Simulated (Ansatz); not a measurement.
System: ScIr2 (Fd-3m, No. 227). Method: LDA (Ansatz, an electronic-structure program, plane waves, PAW).

Settings: plane-wave cutoff 500 eV, 14×14×14 k mesh, Fermi–Dirac smearing 0.1 eV, no spin polarisation, scalar-relativistic PAW data made under PBE.

Computed at the level's own relaxed cell.

**Question.** What does this level give for the volume per atom and lattice constant a?

**Answer.** 
- volume per atom = 16.05 Å³/atom
- lattice constant a = 7.276 Å

The run finds no gap.

Spin–orbit coupling is not included.

Cost on a shared machine: very roughly 3.0 core-minutes.
